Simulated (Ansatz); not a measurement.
Consider MgO in the rock salt structure (space group Fm-3m, No. 225; a = 4.214 Å). Axes: x, y, z lie along the cube axes.

All numbers come from PBEsol, PAW, 420 eV (Ansatz, a quantum-chemistry and plane-wave program; no SOC).

It is then changed as follows: every lattice vector is stretched by 2.00 %, atoms relaxed at fixed cell.

**Question.** Predict the stress tensor and what it implies for the stiffness.

**Answer.** Stress of the strained cell less that of the base (GPa, compression positive):
```
  -8.28    0.00    0.00
   0.00   -8.28    0.00
   0.00    0.00   -8.28
```

Then B = −ΔP/(ΔV/V₀) with ΔV/V₀ = 0.0612 gives secant stiffness values (nonlinear terms included at this strain): B ≈ 135 GPa.

As a check, the harmonic strain energy −½ V₀ Δσ:ε is 14 meV/atom; the computed energy rise is 16 meV/atom.

Stability against distortions was not tested.
